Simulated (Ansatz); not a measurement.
GdIn₃ (Pm-3m, No. 221; cell taken from a computed entry)

Computed with PBEsol in Ansatz (PAW).

Numerical settings: plane-wave cutoff 500 eV, 12×12×12 k mesh, Fermi–Dirac smearing 0.1 eV, spin-polarised start, scalar-relativistic PAW data made under PBE.

Cell (relaxed at this level):

```
GdIn3
1.0
    4.58143     0.00000     0.00000
    0.00000     4.58143     0.00000
    0.00000     0.00000     4.58143
Gd In
1 3
Direct
  0.00000   0.00000   0.00000
  0.50000   0.00000   0.50000
  0.00000   0.50000   0.50000
  0.50000   0.50000   0.00000
```

```json
{
  "band_gap": "none"
}
```

Note: the magnetic order was assumed, not searched for or taken from measurement; the relaxation could not lower the start's symmetry, so the cell can be a saddle point above a distorted one; the 4f shell is treated without U or exact exchange, so its levels and filling can be wrong.

Spin–orbit coupling is not included.

Computing time: about 2.7 core-minutes (a rough figure).

Ansatz is a program for electronic structure.
